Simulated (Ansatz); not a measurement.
SrTiO3 in the cubic perovskite structure (space group Pm-3m, No. 221)

SrTiO₃ has the cubic space group Pm-3m (No. 221), the cubic perovskite structure, Pearson symbol cP5. Conventional cell: a = 3.936 Å, b = 3.936 Å, c = 3.936 Å, α = 90.00°, β = 90.00°, γ = 90.00°. Sr on 1a sees 12 O at 2.783 Å (cuboctahedral). Ti on 1b is coordinated by 6 O at 1.968 Å (octahedral). O on 3c is surrounded by 2 Ti at 1.968 Å and 4 Sr at 2.783 Å (octahedral). (Neighbours: up to the widest gap in distance over summed covalent radii, below 1.35, at either atom; cation-cation and far metal-metal contacts left out.)

Method: PBE/PAW in Ansatz (a first-principles code), no spin-orbit coupling. Settings: 8×8×8 k-points, 0.05 eV Fermi–Dirac smearing.

```yaml
volume_per_atom: 12.20 Å³
density: 5.00 g/cm³
band_gap: 1.84 eV, indirect, R → Γ
Lowest conduction-band minima above the VBM: Γ 1.84 eV
total_energy: -1550.897 eV/atom (σ→0; compares only within this code and set-up)
```

Stability against distortions was not tested. All final runs are without spin polarisation. Many cubic perovskites are stable only at high temperature; tilts and polar distortions were not tested.
